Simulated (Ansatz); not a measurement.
```yaml
crystal:
  lattice:
    - [3.50094, 0.00000, 0.00000]
    - [0.00000, 3.50094, 0.00000]
    - [0.00000, 0.00000, 5.23851]
  atoms:
    - { symbol: Zr, position: [0.00000, 0.00000, 0.00000] }
    - { symbol: Zr, position: [0.50000, 0.50000, 0.50000] }
    - { symbol: O, position: [0.00000, 0.50000, 0.20373] }
    - { symbol: O, position: [0.00000, 0.50000, 0.70373] }
    - { symbol: O, position: [0.50000, 0.00000, 0.29627] }
    - { symbol: O, position: [0.50000, 0.00000, 0.79627] }
```

A single point on ZrO2 with a change (biaxial strain −2.33 %, plane normal [001], relaxed out of plane), its geometry relaxed with PBEsol.

Method: Ansatz (a quantum-chemistry and plane-wave program) PBEsol, spin-orbit coupling included, earlier PAW set. Settings: 9×9×7 k-points, 0.05 eV Fermi–Dirac smearing.

Task: Predict the band gap and pressure.

Result: 
```json
{
 "band_gap": "4.15 eV",
 "pressure": "9.45 GPa"
}
```

Single points use the geometry relaxed with PBEsol. Stability against distortions was not tested. The cell was made from ZrO₂ (space group P4_2/nmc, No. 137) by this change: biaxial strain −2.33 %, plane normal [001], relaxed out of plane. This is not the structure that ZrO2 has at room temperature and ambient pressure.
